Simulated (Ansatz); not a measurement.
Worked example: self-consistent single point of KMg6Zn (P1, 8 atoms in the cell) in Ansatz (an electronic-structure program).

Method: PBEsol, default PAW files made with PBE (plane waves; Ansatz).

```yaml
crystal:
  lattice:
    - [5.16367, 0.00000, 0.00000]
    - [0.00000, 3.05136, 6.75401]
    - [0.00000, -3.05136, 6.75401]
  atoms:
    - { symbol: K, position: [0.48081, 0.70306, 0.69742] }
    - { symbol: Mg, position: [0.49411, 0.68988, 0.18953] }
    - { symbol: Mg, position: [0.51113, 0.19695, 0.68158] }
    - { symbol: Mg, position: [0.00070, 0.81742, 0.31166] }
    - { symbol: Mg, position: [0.01158, 0.29187, 0.83894] }
    - { symbol: Mg, position: [0.99381, 0.30105, 0.29805] }
    - { symbol: Mg, position: [0.00232, 0.87102, 0.86895] }
    - { symbol: Zn, position: [0.50554, 0.12875, 0.11387] }
```

Reference input (self-consistent single point, DFT, LDA (PW92), plane waves, default PAW files made with PBE): basis.ecutwfc = 420 eV; kpoints.mp_grid.grid = 4 4 4; hamiltonian.xc = lda; hamiltonian.pseudopotentials = {kind: paw} (the program's default PAW files); scf.occupations.method = fermi_dirac; scf.occupations.width = 0.1 eV. This run's input differs from it in these lines:

Ansatz 0.2 input:
```diff
@@ -20,3 +20,3 @@
 hamiltonian:
-  xc: lda
+  xc: pbesol
   pseudopotentials: { kind: paw }
```

Log, with long lists cut:

```
SCF iter   1: F=—  HF=-16267.780213 eV  |F-HF|=—  |Δ(HF+E_count)|=         —  Δρ=2.36e-3  dr2=1.52e-2  ethr=1.77e-3  ⟨swp⟩=11.1  Hψ=8089  notcnv=0
all-band conjugate gradients solve this SCF's bands
preconditioner: auto → Kerker (q_TF=auto, 2.323 Å⁻¹)
SCF iter   2: F=—  HF=-16267.776474 eV  |F-HF|=—  |Δ(HF+E_count)|=   3.74e-3  Δρ=1.15e-3  dr2=7.02e-3  ethr=1.87e-5  ⟨swp⟩=2.9  Hψ=3638  notcnv=0
   [... lines left out ...]
SCF iter   5: F=—  HF=-16267.774811 eV  |F-HF|=—  |Δ(HF+E_count)|=   1.52e-4  Δρ=8.12e-5  dr2=2.73e-5  ethr=3.70e-7  ⟨swp⟩=2.0  Hψ=2197  notcnv=0
SCF iter   6: F=—  HF=-16267.774818 eV  |F-HF|=—  |Δ(HF+E_count)|=   7.12e-6  Δρ=2.27e-5  dr2=3.50e-6  ethr=3.37e-8  ⟨swp⟩=2.0  Hψ=2365  notcnv=0
SCF iter   7: F=—  HF=-16267.774818 eV  |F-HF|=—  |Δ(HF+E_count)|=   5.34e-7  Δρ=6.44e-6  dr2=3.26e-7  ethr=4.33e-9  ⟨swp⟩=2.0  Hψ=1970  notcnv=0
SCF iter   8: F=-16267.774818 eV  HF=-16267.774818 eV  |F-HF|=3.88e-8  |Δ(HF+E_count)|=   3.79e-8  Δρ=3.32e-6  dr2=5.66e-8  ethr=1.23e-10  ⟨swp⟩=5.9  Hψ=6378  notcnv=0
SCF 1 converged in 8 iterations: F = -16267.774818 eV  dr2 = 5.66e-8
Free energy (F): -16267.774818 eV
Internal energy: -16267.660218 eV  (E = F + TS)
E sigma→0 (E₀):  -16267.717518 eV
Entropy (-TS):   -0.114599 eV (-14.325 meV/atom)
Fermi energy:    4.808303 eV
--- Forces (eV/Å), atoms counted from 1 ---
  atom   1  K      0.25522858     0.01791703     0.05169035
  atom   2  Mg     0.06743233    -0.00007564    -0.06309691
  atom   3  Mg    -0.03212186     0.03814683    -0.04607318
  atom   4  Mg    -0.13665284    -0.26213750     0.19454105
  atom   5  Mg    -0.09054158     0.32341830     0.29045904
  atom   6  Mg     0.00028421    -0.00628363    -0.04912052
  atom   7  Mg    -0.10058491    -0.01541337    -0.19163508
  atom   8  Zn     0.03694567    -0.09557267    -0.18678965
--- Stress (GPa, compression-positive) ---
       -0.180304      -0.059815      -0.008089
       -0.059815      -0.241206      -0.065823
       -0.008089      -0.065823      -1.169774
  P = ⅓ Tr σ = -0.5304 GPa (-5.304 kbar)
  The stress holds the Pulay correction. Without it, at fixed plane waves, as pw.x and ABINIT print it: P = -0.5368 GPa
```

The run converged in 8 iterations. Against the reference run the pressure goes from -1.68 to -0.53 GPa and the largest force goes from 0.380 to 0.444 eV/Å.

The starting cell comes from a database of computed structures (which also holds hypothetical and non-ambient phases and stackings), without a prior relaxation at this level. Its atoms were displaced at random from the sites of space group no. 38. Ansatz's pressure includes its estimate of the finite-basis (Pulay) stress.
